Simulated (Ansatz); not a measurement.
A calculation on TiAl3 (I4/mmm, No. 139) returned lattice constant a 3.820 Å, lattice parameter c 8.590 Å, equilibrium volume per atom 15.67 Å³/atom.

For reference: equilibrium volume per atom 15.93 Å³/atom (measured, temperature not stated, not corrected to a static lattice; as tabulated in P. Norby and A. Norlund Christensen, Acta Chemica Scandinavica A40, 157 (1986)).

Question: Which level of theory produced these numbers?
A) HSE06 (Ansatz (a quantum-chemistry and plane-wave program))
B) PBE (Ansatz)
C) PBEsol-D3(BJ) (Ansatz)
D) PBE-D3(BJ) (Ansatz)

Answer: A, HSE06 (Ansatz)

The others give: PBE-D3(BJ) 3.795 Å, 8.494 Å, 15.29 Å³/atom; PBEsol-D3(BJ) 3.769 Å, 8.438 Å, 14.98 Å³/atom; PBE 3.846 Å, 8.620 Å, 15.94 Å³/atom.

Unless a cell is named, each level is at its own relaxed cell (HSE06 15.67, PBE 15.94, PBE-D3(BJ) 15.29, PBEsol-D3(BJ) 14.98 Å³/atom).

Caveats: hybrids on metals are sensitive to the k mesh and can open a false gap (HSE06). Ansatz's density-functional and Hartree–Fock values are scalar-relativistic unless marked +SOC, with PAW data made under PBE.
